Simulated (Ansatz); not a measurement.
Level of theory: PBE (plane waves to 420 eV, PAW; Ansatz, a quantum-chemistry and plane-wave program).

Plane-averaged electrostatic potential energy along the normal, in eV from the Fermi level, for a constructed model of the (111) surface of fcc Pd, a pseudomorphic layer of Cu in the other hollow (bottom of the slab: a bare face, its two planes held):

```tsv
z (Å)	V (eV)
3.89	5.22
4.17	5.22
4.44	5.22
4.72	5.22
5.00	5.21
5.28	5.20
5.56	5.17
5.83	5.12
6.11	5.01
6.39	4.78
6.67	4.27
6.94	3.17
7.22	0.56
7.50	-5.57
7.78	-12.70
8.06	-17.52
8.33	-16.28
8.61	-10.16
8.89	-3.13
9.17	0.96
9.44	0.53
9.72	-4.48
10.00	-11.57
10.28	-17.07
10.56	-17.17
10.83	-11.78
11.11	-4.72
11.39	0.31
11.67	0.71
11.94	-3.41
12.22	-10.41
12.50	-16.42
12.78	-17.64
13.06	-12.96
13.33	-5.96
13.61	-0.21
13.89	0.96
14.17	-2.19
14.44	-8.99
14.72	-15.47
15.00	-17.92
15.28	-14.17
15.56	-7.33
15.83	-0.98
16.11	1.09
16.39	-1.06
16.67	-7.46
16.94	-14.27
17.22	-17.92
17.50	-15.33
17.78	-8.81
18.06	-2.02
18.33	1.12
18.61	0.14
18.89	-5.33
19.17	-12.38
19.44	-17.46
19.72	-16.77
20.00	-11.01
20.28	-4.11
20.56	0.08
20.83	-0.99
21.11	-6.72
21.39	-12.00
21.67	-13.46
21.94	-10.78
22.22	-4.61
22.50	0.77
22.78	2.83
23.06	3.75
23.33	4.20
23.61	4.42
23.89	4.53
24.17	4.58
24.44	4.61
24.72	4.62
25.00	4.63
25.28	4.63
25.56	4.63
25.83	4.63
26.11	4.64
```

Model: 7-atom slab, 13.7 Å thick at the start, 15x15x1 mesh, Fermi-Dirac 0.1 eV, dipole correction, 2 atoms held, the rest relaxed; symmetry of the start imposed; no spin, no spin-orbit, no U. In PBE it lies 0.02 eV a 1x1 cell over the lowest computed structure of the same composition (a pseudomorphic layer of Cu in the host's stacking).

The surface cell has an area of 6.73 Å². What dipole along the normal does the step between the two vacuum levels imply?

the top vacuum level lies 0.59 eV below the bottom one; p = −ε₀ A ΔV (ε₀ = 0.005526 e/(V·Å)) gives 0.02 e·Å a cell.
